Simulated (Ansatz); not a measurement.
A computed series for hypothetical Pm-3n InP: response to strain

Start from InP (space group Pm-3n, No. 223; a = 7.334 Å; a hypothetical phase, not in the database extracts checked). Axes: x, y, z lie along the cube axes.

Strains are applied to the cell and any free atomic positions relax; under biaxial strain the out-of-plane vector relaxes too.

Levels (all Ansatz, a program for electronic structure, PAW): PBE (420 eV, no spin-orbit coupling); PBEsol (420 eV, no SOC).

The base cell above is that of PBE; each level relaxes its own structures.

| case | shift of the gap caused by the change, PBE | shift of the gap caused by the change, PBEsol |
|---|---|---|
| biaxial strain +1.10 %, plane normal [001], relaxed out of plane | -0.21 eV | -0.22 eV |
| uniaxial strain ε_zz = +0.19 % | -0.02 eV | -0.02 eV |
| strain tensor (xx, yy, zz, yz, xz, xy) = (−1.09, +2.82, −1.69, −1.14, +0.29, −0.59) % | -0.21 eV | ? |
| tensor shear ε_yz = +0.72 % | -0.03 eV | ? |

Task: Complete the table.

Result: 
- strain tensor (xx, yy, zz, yz, xz, xy) = (−1.09, +2.82, −1.69, −1.14, +0.29, −0.59) %, shift of the gap caused by the change, PBEsol: -0.23 eV
- tensor shear ε_yz = +0.72 %, shift of the gap caused by the change, PBEsol: -0.03 eV

The two levels differ by at most about 0.02 eV. Near ties aside, they put the cases in the same order.

No phonon test of stability was made. The zero or small gap of InP under strain tensor (xx, yy, zz, yz, xz, xy) = (−1.09, +2.82, −1.69, −1.14, +0.29, −0.59) % and InP under biaxial strain +1.10 %, plane normal [001], relaxed out of plane can change with the level of theory.
